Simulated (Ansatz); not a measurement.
We consider NaOH (R3m, No. 160, 3 atoms in the cell; start mp-625051), described by G0W0@PBEsol (hard PAW, contour deformation; Ansatz, a first-principles code).

The cell is the one relaxed with PBEsol. Conventional cell: a = 3.7475 Å, b = 3.7475 Å, c = 7.3955 Å, α = 90.00°, β = 90.00°, γ = 120.00°.

One run with a 10×10×10 mesh, response cutoff 100 eV and 125 empty bands, not extrapolated in mesh or basis; no spin–orbit coupling.

Highest filled and lowest empty level by k point (fractions of the reciprocal vectors of the cell (1.874 1.082 2.465) (-1.874 1.082 2.465) (-0.000 -2.164 2.465) Å; eV from the valence maximum of each method):

```csv
k,PBEsol filled,PBEsol empty,QP filled,QP empty
0 0 0,0.00,3.40,0.00,6.10
0 0.1 -0.3,-0.18,5.92,-0.22,8.87
0 0.3 -0.4,-0.53,7.71,(withheld),(withheld)
0 0.4 -0.4,-0.62,8.00,(withheld),(withheld)
0.1 0.4 0.4,-0.56,7.56,-0.66,10.63
0.1 -0.5 -0.1,-0.39,7.04,-0.47,10.05
0.1 -0.3 -0.2,-0.48,6.50,-0.58,9.54
0.3 0.4 -0.3,-0.68,8.33,-0.81,11.40
```

### Question
Estimate the withheld levels to about 0.1 eV.

### Answer

- 0 0.3 -0.4, QP filled: -0.64
- 0 0.3 -0.4, QP empty: 10.79
- 0 0.4 -0.4, QP filled: -0.73
- 0 0.4 -0.4, QP empty: 11.04

A start named mp-… is a Materials Project structure, which need not be a measured phase.
